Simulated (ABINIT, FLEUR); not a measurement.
A FLEUR input for a self-consistent single point of BaF2 (Fm-3m, 3 atoms in the cell) (DFT, PBE, all-electron FLAPW (FLEUR), scalar-relativistic valence):

Input of the input generator:

```
BaF2 FLAPW
&input film=f /
0.0000000000 3.1564450000 3.1564450000
3.1564450000 0.0000000000 3.1564450000
3.1564450000 3.1564450000 0.0000000000
1.8897261246
1.0 1.0 1.0

3
56 0.0000000000 0.0000000000 0.0000000000
9 0.2500000000 0.2500000000 0.2500000000
9 0.7500000000 0.7500000000 0.7500000000

&comp jspins=1 /
&kpt div1=5 div2=5 div3=5 /
&end /
```

```xml
<?xml version="1.0" encoding="UTF-8" standalone="no"?>
<fleurInput fleurInputVersion="0.39">
   <comment>
      BaF2 FLAPW                                                                                          
   </comment>
   <calculationSetup>
      <cutoffs Kmax="4.6" Gmax="18.4" GmaxXC="18.4" numbands="0"/>
      <scfLoop itmax="80" minDistance="0.00001" maxIterBroyd="99" imix="Anderson" alpha="0.05" precondParam="0.0" spinf="2.0"/>
      <coreElectrons ctail="T" frcor="F" kcrel="0" coretail_lmax="0"/>
      <xcFunctional name="pbe" relativisticCorrections="F"/>
      <magnetism jspins="1"/>
      <soc l_soc="F" theta="0.0" phi="0.0" spav="F"/>
      <expertModes spex="0" secvar="F"/>
      <geometryOptimization l_f="T" forcealpha="1.0" forcemix="BFGS" epsdisp="0.00001" epsforce="0.00001"/>
      <ldaU l_linMix="F" mixParam="0.05" spinf="1.0"/>
   </calculationSetup>
   <cell>
      <bzIntegration valenceElectrons="24.0" mode="hist" fermiSmearingEnergy="0.0001">
         <kPointListSelection listName="default-1"/>
         <!-- k-points included here -->
         <xi:include xmlns:xi="http://www.w3.org/2001/XInclude" href="kpts.xml"> </xi:include>
      </bzIntegration>
      <!-- symmetry operations included here -->
      <xi:include xmlns:xi="http://www.w3.org/2001/XInclude" href="sym.xml"> </xi:include>
      <bulkLattice scale="1.0">
         <bravaisMatrix>
            <row-1>    0.0000000000000000     5.9648165773630470     5.9648165773630470</row-1>
            <row-2>    5.9648165773630470     0.0000000000000000     5.9648165773630470</row-2>
            <row-3>    5.9648165773630470     5.9648165773630470     0.0000000000000000</row-3>
         </bravaisMatrix>
      </bulkLattice>
   </cell>
   <atomSpecies>
      <species name="Barium (Ba)" element="Ba" atomicNumber="56">
         <mtSphere radius="2.68" gridPoints="925" logIncrement="0.014"/>
         <atomicCutoffs lmax="10" lnonsphr="8"/>
         <electronConfig flipSpins="F">
            <coreConfig>(1s1/2) (2s1/2) (2p1/2) (2p3/2) (3s1/2) (3p1/2) (3p3/2) (4s1/2) (3d3/2) (3d5/2) (4p1/2) (4p3/2) (4d3/2) (4d5/2)</coreConfig>
            <valenceConfig>(5s1/2) (5p1/2) (5p3/2) (6s1/2)</valenceConfig>
         </electronConfig>
         <energyParameters s="6" p="6" d="5" f="4"/>
         <lo type="SCLO" l="0" n="5" eDeriv="0"/>
         <lo type="SCLO" l="1" n="5" eDeriv="0"/>
      </species>
      <species name="Fluorine (F)" element="F" atomicNumber="9">
         <mtSphere radius="1.74" gridPoints="603" logIncrement="0.018"/>
         <atomicCutoffs lmax="8" lnonsphr="6"/>
         <electronConfig flipSpins="F">
            <coreConfig>(1s1/2)</coreConfig>
            <valenceConfig>(2s1/2) (2p1/2) (2p3/2)</valenceConfig>
            <stateOccupation state="(2p1/2)" spinUp="0.8333333333333" spinDown="0.8333333333333"/>
            <stateOccupation state="(2p3/2)" spinUp="1.6666666666667" spinDown="1.6666666666667"/>
         </electronConfig>
         <energyParameters s="2" p="2" d="3" f="4"/>
      </species>
   </atomSpecies>
   <atomGroups>
      <atomGroup species="Barium (Ba)">
         <relPos label="                   1">.0000000000 .0000000000 .0000000000</relPos>
         <force calculate="T" relaxXYZ="TTT"/>
      </atomGroup>
      <atomGroup species="Fluorine (F)">
         <relPos label="                   2">1.000/4.000 1.000/4.000 1.000/4.000</relPos>
         <relPos label="                   3">-1.000/4.000 -1.000/4.000 -1.000/4.000</relPos>
         <force calculate="T" relaxXYZ="TTT"/>
      </atomGroup>
   </atomGroups>
   <output dos="F" band="F" slice="F">
      <checks vchk="F" cdinf="F"/>
      <bandDOS minEnergy="-.5*Htr" maxEnergy="0.5*Htr" sigma="0.015" storeEVData="T"/>
      <vacuumDOS vacdos="F" integ="F" star="F" nstars="0" locx1="0.0" locy1="0.0" locx2="0.0" locy2="0.0" nstm="0" tworkf="0.0"/>
      <unfoldingBand unfoldBand="F" supercellX="1" supercellY="1" supercellZ="1"/>
      <plotting iplot="0" polar="F">
         <plot TwoD="T" vec1="  1.0  0.0  0.0" vec2="  0.0  1.0  0.0" vec3="  0.0  0.0  1.0" zero="  0.0  0.0  0.0" file="plot"/>
      </plotting>
      <chargeDensitySlicing numkpt="0" minEigenval="0.0" maxEigenval="0.0" nnne="0" pallst="F"/>
      <specialOutput eonly="F"/>
      <magneticCircularDichroism mcd="F" energyLo="-10.0" energyUp="0.0"/>
   </output>
  <!-- We include the file relax.xml here to enable relaxations (see documentation) -->
  <xi:include xmlns:xi="http://www.w3.org/2001/XInclude" href="relax.xml"> <xi:fallback/> </xi:include>
</fleurInput>
```

Q: Translate this input to ABINIT.

A: This is the input that was run; spellings and numerical settings could be chosen otherwise.

```
# BaF2, PseudoDojo nc-sr-05 PBE standard
pp_dirpath "./"
pseudos "Ba.upf, F.upf"
acell 3*1.0 Angstrom
rprim
         0.0000000000    3.1564450000    3.1564450000
         3.1564450000    0.0000000000    3.1564450000
         3.1564450000    3.1564450000    0.0000000000
natom 3
ntypat 2
znucl 56 9
typat 1 2 2
xcart
         0.0000000000    0.0000000000    0.0000000000
         1.5782225000    1.5782225000    1.5782225000
         4.7346675000    4.7346675000    4.7346675000
      Angstrom
ecut 42
ixc 11
occopt 1
nband 15
kptopt 1
ngkpt 5 5 5
nshiftk 1
shiftk 0 0 0
nstep 50
tolvrs 1.0e-12
diemac 12
prtwf 0
prtden 0
prtvol 1
enunit 1
```

Basis settings and potentials, where a program has them, do not carry over. This input uses DFT, PBE, plane waves, norm-conserving pseudopotentials (PseudoDojo nc-sr-05 PBE standard). Both were run: gap on the mesh 6.673 eV in FLEUR and 6.606 in ABINIT.

On ABINIT: the starting cell comes from a database of computed structures (which also holds hypothetical and non-ambient phases and stackings), without a prior relaxation at this level. Its lattice was rescaled by a random factor within 2.5 % of one.

On FLEUR: the starting cell comes from a database of computed structures (which also holds hypothetical and non-ambient phases and stackings), without a prior relaxation at this level. Its lattice was rescaled by a random factor within 2.5 % of one. Values depend on the basis (sphere radii, cutoffs, local orbitals), which need not be converged.
